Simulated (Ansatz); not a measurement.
The parent structure is CsBH$_{4}$ (space group F-43m, No. 216; a cell from a computed database, its experimental status unchecked).

```
CELL_PARAMETERS angstrom
      0.00000     3.61231     3.61231
      3.61231     0.00000     3.61231
      3.61231     3.61231     0.00000
ATOMIC_POSITIONS crystal
  Cs 0.00000 0.00000 0.00000
  B  0.50000 0.50000 0.50000
  H  0.40127 0.40127 0.79620
  H  0.40127 0.79620 0.40127
  H  0.79620 0.40127 0.40127
  H  0.40127 0.40127 0.40127
```

Cartesian axes are those of the cell as printed.

Method: PBEsol (Ansatz, a first-principles code; PAW; 420 eV plane waves; no spin-orbit coupling).

It is then changed as follows: uniaxial strain ε_xx = −3.35 %, all other strain components held at zero, atoms relaxed at fixed cell.

Question: Predict the stress tensor and what it implies for the stiffness.

Answer: Stress of the strained cell less that of the base (GPa, compression positive):
```
   1.31    0.00    0.00
   0.00    0.12    0.00
   0.00    0.00    0.12
```

Then −Δσ_ii/ε with ε = -0.0335 gives secant stiffness values (nonlinear terms included at this strain): C11 ≈ 39 GPa.

Stability against distortions was not tested.
